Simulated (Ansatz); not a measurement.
Cu: response to strain

Base system: Cu in the fcc (Cu type) structure (space group Fm-3m, No. 225; a = 3.564 Å; relaxed with 0.1 eV smearing). Axes: x, y, z lie along the cube axes.

Strains are applied to the cell and any free atomic positions relax; under biaxial strain the out-of-plane vector relaxes too.

Level of theory: PBEsol in Ansatz (plane waves to 420 eV, PAW, no spin-orbit coupling).

Candidates:
(a) biaxial strain +0.50 %, plane normal [001], relaxed out of plane
(b) biaxial strain +1.50 %, plane normal [001], relaxed out of plane
(c) biaxial strain +1.00 %, plane normal [001], relaxed out of plane

Problem. Order them by out-of-plane strain, lowest first.

Solution. (b) biaxial strain +1.50 %, plane normal [001], relaxed out of plane (-2.16 %), (c) biaxial strain +1.00 %, plane normal [001], relaxed out of plane (-1.43 %), (a) biaxial strain +0.50 %, plane normal [001], relaxed out of plane (-0.71 %)

Whether these cells are dynamically stable was not tested. All final runs are without spin polarisation.

Ansatz is a program for electronic structure.
